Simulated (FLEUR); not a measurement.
Worked example: self-consistent single point of CdIn3 (P6_3/mmc, 8 atoms in the cell) in FLEUR.

Computed with FLEUR with PBEsol, all-electron FLAPW (FLEUR), scalar-relativistic valence.

The change in words: lattice scaled by 0.98. Reference geometry:
```
CdIn3
1.0
    6.53558     0.00000     0.00000
   -3.26779     5.65998     0.00000
    0.00000     0.00000     5.54681
Cd In
2 6
Cartesian
  3.26779   1.88666   1.38670
  0.00000   3.77332   4.16011
  1.63692   0.94507   4.16011
  1.63087   4.71490   1.38670
  0.00000   1.89015   1.38670
  3.26779   3.76983   4.16011
  4.89866   0.94507   4.16011
 -1.63087   4.71490   1.38670
```

Reference input (self-consistent single point, DFT, PBEsol, all-electron FLAPW (FLEUR), scalar-relativistic valence): Kmax = 3.8 1/bohr; GmaxXC = 15.2 1/bohr; xcFunctional = PBEs; jspins = 1; l_soc = F; mode = hist; fermiSmearingEnergy = 0.00499791 Htr; mesh (inpgen div1-3) = 3 3 4; inpgen gamma flag = true; Gmax = 15.2 1/bohr; numbands = 0; maxIterBroyd = 15. This run's input differs from it in these lines:

```diff
@@ -3,6 +3,6 @@
 &input film=f /
-1.0000000000 0.0000000063 0.0000000000
--0.5000000055 0.8660254006 0.0000000000
-0.0000000000 0.0000000000 0.8487097015
-12.3504559290
+1.0000000000 0.0000000083 0.0000000000
+-0.5000000072 0.8660253996 0.0000000000
+0.0000000000 0.0000000000 0.8487097929
+12.1034459525
 1.0 1.0 1.0
@@ -50,5 +50,5 @@
          <bravaisMatrix>
-            <row-1>   12.3504559290000007     0.0000000778078724     0.0000000000000000</row-1>
-            <row-2>   -6.1752280324275084    10.6958085435048709     0.0000000000000000</row-2>
-            <row-3>    0.0000000000000000     0.0000000000000000    10.4819517648904963</row-3>
+            <row-1>   12.1034459524999995     0.0000001004586014     0.0000000000000000</row-1>
+            <row-2>   -6.0517230633948111    10.4818916175508150     0.0000000000000000</row-2>
+            <row-3>    0.0000000000000000     0.0000000000000000    10.2723131077226189</row-3>
          </bravaisMatrix>
```

Output, abridged:

```
 Iteration:     1   Distance:       4.02990625 me/bohr^3
 Iteration:     2   Distance:       3.61489634 me/bohr^3
 Iteration:     3   Distance:       2.01016394 me/bohr^3
 Iteration:     4   Distance:       0.87377309 me/bohr^3
 Iteration:     5   Distance:       0.63902173 me/bohr^3
   [... 6 lines left out ...]
 Iteration:    12   Distance:       0.00040642 me/bohr^3
 Iteration:    13   Distance:       0.00007206 me/bohr^3
 Iteration:    14   Distance:       0.00003090 me/bohr^3
 Iteration:    15   Distance:       0.00000584 me/bohr^3
 Reset of history
 Run finished successfully
 Stop message:
   Structural relaxation: new displacements generated

[file out, last iteration]
             iter=     16
[...]
          total density-effective poten   -7.6739266071E+04
          total charge density-energy d   -1.2483617990E+03
 Updated energy parameters for spin:           1
[...]
 fermi energy and band-weighting factors:
   [... 8 lines left out ...]

[...]
FERMIE:
          first approx. to ef    (T=0)  :   0.265778 htr   (energy of the highest occ. eigenvalue)
          number of occ. states  (T=0)  :        517
          first approx. to seigv (T=0)  : -38.933527 htr
          sum of weights of occ. states :  57.027778
          sum of semicore charge        :   0.000000 e
FERHIS:  Fermi-Energy by histogram:
          bandgap                     :   0.001962 htr
   [... lines left out ...]
          charge neutrality (T=0)     :   0.055556    (zero if the highest occ. eigenvalue is "entirely" occupied)
     EF_NEWTON:  Adjust Fermi-Energy by Newton-Method.
 Direct bandgap for spin            1 :    1.2589463840038118E-002  Htr
 ---->    free energy=                    -46470.7167423493 htr
   [... lines left out ...]
      extrapolation for T->0
 ---->    total electron energy=          -46470.7121485933 htr
 ***** TOTAL FORCES ON ATOMS *****
 TOTAL FORCE FOR ATOM TYPE=  1  X= -6.052   Y=  3.494   Z=  2.568
                       FX_TOT= 0.000000 FY_TOT= 0.000000 FZ_TOT= 0.000000
 TOTAL FORCE FOR ATOM TYPE=  2  X=  3.031   Y=  1.750   Z= -2.568
                       FX_TOT= 0.000889 FY_TOT= 0.000513 FZ_TOT= 0.000000
```

The run converged in 15 iterations. FLEUR gives forces in its relaxation mode, with a further iteration, so its stop message speaks of a relaxation. Against the reference run the free energy falls by 3.1 meV/atom and the largest force goes from 0.044 to 0.053 eV/Å.

The starting cell comes from a database of computed structures (which also holds hypothetical and non-ambient phases and stackings), without a prior relaxation at this level. For this run, on top of that: lattice scaled by 0.98. Values depend on the basis (sphere radii, cutoffs, local orbitals), which need not be converged. The log's line on a gap gives a spacing of levels on this mesh, which the program prints for metals too.

Cost on one core of a shared machine: roughly 2 min.
